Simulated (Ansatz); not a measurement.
Consider As in the A7 type structure (space group R-3m, No. 166; a = 3.745 Å, c = 9.754 Å (hexagonal axes); layered).

Level of theory: PBEsol-D3(BJ) in Ansatz (plane waves to 420 eV, PAW, no spin-orbit coupling).

For the base:

The band gap is zero and the c/a ratio comes out as 2.604. The density comes out as 6.30 g/cm³.

It is then changed as follows: full substitution As → Bi, then cell and atoms are relaxed.

Tabulated Pauling electronegativity and covalent radius: As 2.18, 1.19 Å; Bi 2.02, 1.48 Å.

Task: Predict the new band gap, c/a ratio and density.

Result: The band gap remains zero; the c/a ratio drops by 0.082, from 2.604 to 2.522; the density rises by 4.36 g/cm³, from 6.30 g/cm³ to 10.66 g/cm³.

Spin-orbit coupling, missing from the scalar runs, can matter with Bi. Whether these cells are dynamically stable was not tested.

Ansatz is an electronic-structure program.
